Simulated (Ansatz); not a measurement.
IrGa (Pm-3m): band-structure transport figures

Given:

```
CELL_PARAMETERS angstrom
      3.01921     0.00000     0.00000
      0.00000     3.01921     0.00000
      0.00000     0.00000     3.01921
ATOMIC_POSITIONS crystal
  Ga 0.00000 0.00000 0.00000
  Ir 0.50000 0.50000 0.50000
```

Method: PBEsol with spin-orbit coupling, rigid bands (plane waves, PAW; Ansatz, a program for electronic structure). Condition of this run: spin-orbit coupling switched on. Geometry: cell and atoms relaxed with PBEsol.

```yaml
density of states at the Fermi level: 0.511 states/(eV·cell), both spins
bare Sommerfeld coefficient: 0.60 mJ/(mol of atoms·K²)
drude_plasma_energy: 4.7 eV
root-mean-square Fermi velocity: 6.8e5 m/s
resistivity times τ: 22 ×10⁻²² Ω·m·s
```

A metal at this level (no band gap); rigid bands, thermally averaged at 300 K, both spins. τ is one relaxation time for all states.

Formula and space group known from diffraction (Crystallography Open Database), not checked to be the room-temperature form: IrGa (Pm-3m).
